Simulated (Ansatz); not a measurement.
Results of HSE06 (Ansatz, a program for electronic structure, PAW) for SnF₄ (I4/mmm, No. 139).

Settings: plane-wave cutoff 500 eV, 8×8×8 k mesh, gaussian smearing 0.02 eV, scalar-relativistic PAW data made under PBE.

Cell (relaxed with r²SCAN):

```cif
data_F8Sn2
_chemical_formula_sum 'Sn2 F8'
_space_group_name_H-M_alt 'I4/mmm'
_space_group_IT_number 139
_space_group_name_Hall '-I 4 2'
_cell_length_a 4.07738
_cell_length_b 4.07738
_cell_length_c 7.86677
_cell_angle_alpha 90.000
_cell_angle_beta 90.000
_cell_angle_gamma 90.000
loop_
_atom_site_label
_atom_site_type_symbol
_atom_site_symmetry_multiplicity
_atom_site_Wyckoff_symbol
_atom_site_fract_x
_atom_site_fract_y
_atom_site_fract_z
_atom_site_occupancy
Sn1 Sn 2 a 0.00000 0.00000 0.00000 1
F1 F 4 e 0.00000 0.00000 0.23988 1
F2 F 4 c 0.00000 0.50000 0.00000 1
```
(The calculation used a cell of 5 atoms; values per cell refer to that cell.)

**Question.** Give the computed band gap.

**Answer.** 
- band gap = 5.64 eV (on the SCF k mesh)

Note: cell and atoms aren't relaxed at this level (largest force component 0.26 eV/Å, pressure 0.4 GPa).

Spin–orbit coupling is not included.

The computed numbers hold no vibrational or temperature effects.
